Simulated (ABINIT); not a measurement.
Worked example: self-consistent single point of OsRu (P-6m2, 2 atoms in the cell) in ABINIT.

Method of the run: PBEsol, norm-conserving pseudopotentials (PseudoDojo nc-sr-04 PBEsol standard) (plane waves; ABINIT).

```xyz
2
Lattice="2.6913 0.0000 0.0000 -1.3456 2.3307 0.0000 0.0000 0.0000 4.2440" Properties=species:S:1:pos:R:3 pbc="T T T"
Ru     0.0000     1.5538     0.0000
Os     1.3456     0.7769     2.1220
```

Reference input (self-consistent single point, DFT, LDA (PW92), plane waves, norm-conserving pseudopotentials (PseudoDojo nc-sr-04 LDA standard)): pseudos = [Ru.upf, Os.upf]; ecut = 88 Ry; occopt = 3; tsmear = 0.1 eV; ngkpt = 9 9 5; nshiftk = 1; shiftk = 0 0 0; potentials = PseudoDojo nc-sr-04 LDA standard; nband = 22; kptopt = 1; nstep = 100; tolvrs = 1e-12. This run's input differs from it in these lines:

```diff
@@ -1,2 +1,2 @@
-# OsRu, PseudoDojo nc-sr-04 LDA standard
+# OsRu, PseudoDojo nc-sr-04 PBEsol standard
 pp_dirpath "./"
@@ -16,3 +16,3 @@
       Angstrom
-ecut 88 Ry
+ecut 84 Ry
 occopt 3
```

Its files differ too (potentials: PseudoDojo nc-sr-04 LDA standard → PseudoDojo nc-sr-04 PBEsol standard).

Log, with long lists cut:

```
--- !BeginCycle
solver: {iscf: 7, nstep: 100, nline: 4, wfoptalg: 0, }
tolerances: {tolvrs: 1.00E-12, }
...

     iter   Etot(hartree)      deltaE(h)  residm     vres2
 ETOT  1  -201.86277960196    -2.019E+02 3.288E-01 1.699E+03
 ETOT  2  -199.77611165993     2.087E+00 3.239E-02 2.005E+04
 ETOT  3  -202.18786833622    -2.412E+00 1.385E-02 9.910E+00
 ETOT  4  -202.19084881826    -2.980E-03 5.780E-03 1.351E+00
 ETOT  5  -202.19099649392    -1.477E-04 3.170E-03 2.611E-01
   [... 3 lines left out ...]
 ETOT  9  -202.19102676071    -3.863E-10 2.908E-04 1.580E-09
 ETOT 10  -202.19102676071    -1.421E-12 2.240E-04 7.954E-10
 ETOT 11  -202.19102676071     8.242E-13 5.650E-05 1.953E-12
 ETOT 12  -202.19102676071    -2.558E-13 1.505E-04 5.014E-15
 At SCF step   12       vres2   =  5.01E-15 < tolvrs=  1.00E-12 =>converged.

 Cartesian components of stress tensor (hartree/bohr^3)
  sigma(1 1)= -2.78860996E-04  sigma(3 2)=  0.00000000E+00
  sigma(2 2)= -2.78860998E-04  sigma(3 1)=  0.00000000E+00
  sigma(3 3)= -3.58897088E-04  sigma(2 1)= -2.77290540E-13

 ----iterations are completed or convergence reached----

 reduced coordinates (array xred) for    2 atoms
       0.333333333291      0.666666666649      0.000000000000
       0.666666666624      0.333333333316      0.500000000000
 cartesian forces (eV/Angstrom) at end:
    1     -0.00000000000000    -0.00000000000000    -0.00000000000000
    2      0.00000000000000     0.00000000000000    -0.00000000000000
 frms,max,avg= 4.2778791E-25 5.6628264E-25   0.000E+00  0.000E+00  0.000E+00 e/A
   [... lines left out ...]
 Fermi (or HOMO) energy (eV) =  18.95162   Average Vxc (eV)= -15.26394
   [... lines left out ...]
total_energy        : -2.02191026760712E+02
total_energy_eV     : -5.50189764223327E+03
band_energy         : -1.14121799328453E+01
...

-Cartesian components of stress tensor (GPa)         [Pressure=  8.9893E+00 GPa]
- sigma(1 1)= -8.20437238E+00  sigma(3 2)=  0.00000000E+00
- sigma(2 2)= -8.20437243E+00  sigma(3 1)=  0.00000000E+00
- sigma(3 3)= -1.05591151E+01  sigma(2 1)= -8.15816796E-09

 Calculation completed.
```

The run converged in 12 iterations. Against the reference run the pressure goes from 2.44 to 8.99 GPa.

The starting cell comes from a database of computed structures (which also holds hypothetical and non-ambient phases and stackings), without a prior relaxation at this level. Its lattice was rescaled by a random factor within 2.5 % of one. Spin polarisation is off. With a pressure of about 9 GPa the cell is away from its equilibrium volume at this level.

Cost on one core of a shared machine: roughly 2 min.
